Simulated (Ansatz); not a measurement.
Take TiO2 in the rutile structure (space group P4_2/mnm, No. 136) as the base.

```
TiO2
1.0
    4.59120     0.00000     0.00000
    0.00000     4.59120     0.00000
    0.00000     0.00000     2.93905
Ti O
2 4
Direct
  0.00000   0.00000   0.00000
  0.50000   0.50000   0.50000
  0.30444   0.30444   0.00000
  0.80444   0.19556   0.50000
  0.19556   0.80444   0.50000
  0.69556   0.69556   0.00000
```

Cartesian axes are those of the cell as printed.

Level of theory: plane-wave PAW DFT at the PBEsol level (Ansatz, an electronic-structure program, 420 eV), spin-orbit coupling left out.

Before the change:

| Quantity | Value |
|---|---|
| Pressure | 0.00 GPa |

It is then changed as follows: the cell is stretched by 2.40 % along z with no lateral relaxation; the atoms relax in the strained cell.

Problem. Estimate the effect on the energy relative to the base.

Solution. The energy increases by 8.9 meV/atom.

Problem. What happens to the pressure?

Solution. The pressure (mean of the normal stresses, compression positive) goes from zero to -6.19 GPa.

Stability against distortions was not tested. The final runs are not spin-polarised.
